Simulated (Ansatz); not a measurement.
The starting structures come from a database of crystals and need not be the phases stable at ambient conditions.

Inside the gap of an insulator the Bloch states are evanescent, with a wavenumber k + iκ along the transport direction.

Consider the following.

```
LaB3O6
1.0
    6.48990     0.00000     0.00000
    0.00000     8.18067     0.00000
    2.98986     4.09033     3.97059
La B O
2 6 12
Cartesian
  4.61234   5.72688   3.97059
  7.85729  10.63446   3.97059
  4.61234  10.45252   3.97059
  7.85729   5.90882   3.97059
  5.40736   8.74612   2.16929
  4.07240   3.52489   1.80130
  7.31735   4.65578   1.80130
  2.16241   7.61522   2.16929
  5.55378   9.70849   3.15408
  3.92598   2.56251   0.81651
  0.68103   5.61816   0.81651
  8.79873   6.65285   3.15408
  3.75481  11.33178   3.12938
  5.72495   0.93922   0.84121
  2.48000   7.24145   0.84121
  6.99976   5.02956   3.12938
  5.01363   7.48859   2.36409
  4.46614   4.78242   1.60650
  1.22119   3.39825   1.60650
  8.25858   8.87275   2.36409
```

Space group of this cell: C2/c. The cell is taken as given.

Transport runs along the normal of the first two printed cell vectors.

The gap is the functional's own. No spin-orbit coupling. Mid-gap values are interpolated on the energy grid.

Problem. Estimate the band gap and the smallest decay constant κ at mid-gap that r2SCAN (Ansatz, a quantum-chemistry and plane-wave program) returns for this system.

Solution. Gap 5.48 eV on a 6×8×8 mesh; κ = 0.496 1/Å, at the zone centre.
